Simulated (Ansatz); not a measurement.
Consider the following.

```
CdGeAs2
1.0
   -2.94837     2.97099     5.64408
    2.99362    -2.97099     5.66785
    2.94837     2.97099    -5.64408
Cd Ge As
2 2 4
Cartesian
  0.00147   0.00653  -0.00006
  0.00984   2.97752   2.82805
  0.02084   0.00155   5.65601
  2.98409   0.00155   2.83983
  1.36367   1.48148   7.07227
  1.50247  -1.33937   4.24792
  1.64126   1.48148   1.42357
  1.47984   4.30224  -1.40805
```

No spin polarisation.

Computed with Kohn–Sham DFT with the PBEsol functional, run in Ansatz (a first-principles code) with PAW and 420 eV plane waves, no SOC. Γ-centred 8×8×8 mesh, Fermi–Dirac width 0.05 eV.

Q: Predict the space group and pressure.

A: The space group comes out as C2 (No. 5) and the pressure (mean of the normal stresses, compression positive) is 0.0 kbar.

The cells carry an imposed strain or load. No phonon test of stability was made. The cell was made from CdGeAs2 in the chalcopyrite structure (space group I-42d, No. 122) by this change: tensor shear ε_xz = +0.40 %.
